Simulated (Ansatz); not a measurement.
Results of r²SCAN+rVV10 (Ansatz, a program for electronic structure, plane waves, PAW) for L1₂ (Cu3Au-type) Ni₃Fe.

Numerical settings: plane-wave cutoff 560 eV, 16×16×16 k mesh, Fermi–Dirac smearing 0.05 eV, spin-polarised with parallel moments, scalar-relativistic PAW data made under PBE.

Properties against volume:

```tsv
V (Å³/atom)	P (GPa)	moment (μB per cell of 4 atoms)
10.096	15.54	5.16
10.311	9.79	5.22
10.526	4.63	5.27
10.740	0.00	5.31
10.955	-4.14	5.34
11.170	-7.83	5.37
11.385	-11.12	5.40
```
